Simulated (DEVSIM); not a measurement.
System: abrupt Si n-p junction, at 300 K.

Layer 1 from the left is Si, thickness (μm) 0.960, Nd (cm⁻³) 7.7e18, τn (s) 1e-7, τp (s) 1e-7. Layer 2 from the left is Si, thickness (μm) 0.640, Na (cm⁻³) 1e17, τn (s) 1e-7, τp (s) 1e-7.

Left contact: ohmic. Right contact: ohmic. Voltage is applied to the left contact. Recombination: SRH at mid-gap. Mobility is constant in doping.

The device is made up for the run: typed textbook-type constants, with dimensions and the other settings drawn at random. Values at 300 K.

Si: gap (eV) 1.124, affinity (eV) 4.05, permittivity 11.7, Nc (cm⁻³) 2.86e19, Nv (cm⁻³) 3.1e19, μn (cm²/Vs) 1417, μp (cm²/Vs) 470.

Question: Estimate by hand the built-in potential, the peak field at zero bias, and compare with a numerical solution.

Answer: 
- Built-in potential: ni = √(Nc Nv) exp(−Eg/2kT) = 1.08e10 cm⁻³ with Eg = 1.124 eV; Vbi = kT/q ln(Na Nd/ni²) = 0.942 V; numerical 0.942 V.
- Peak field at zero bias: depletion approximation: W = √(2εVbi/(qN)) = 0.111 μm with N = 9.87e16 cm⁻³; field = 2Vbi/W = 170000 V/cm; numerical 206000 V/cm (estimate below by 18 %).

Simulated with DEVSIM: 1D drift-diffusion, Boltzmann statistics, complete ionisation; no tunnelling, impact ionisation, image-force lowering or self-heating.
